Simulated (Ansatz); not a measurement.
Inside the gap of an insulator the Bloch states are evanescent, with a wavenumber k + iκ along the transport direction.

```
ZnS
1.0
    3.80945     0.00000     0.00000
   -1.90472     3.29908     0.00000
    1.90472    -1.09969     3.11040
Zn S
1 1
Cartesian
  0.00000   0.00000   0.00000
  0.00000   2.19938   0.77760
```

The cell is taken as given; by LDA it stands under a pressure of -3.9 GPa.

Transport runs along the normal of the first two printed cell vectors, the (111) plane of the conventional cell.

The gap is the functional's own. No spin-orbit coupling. Mid-gap values are those at the computed energy nearest the middle.

### Question
Give the band gap and the smallest decay constant κ at mid-gap that LDA (Ansatz, a program for electronic structure) yields.

### Answer
Gap 1.90 eV on a 10×10×10 mesh; κ = 0.132 1/Å, at the zone centre.
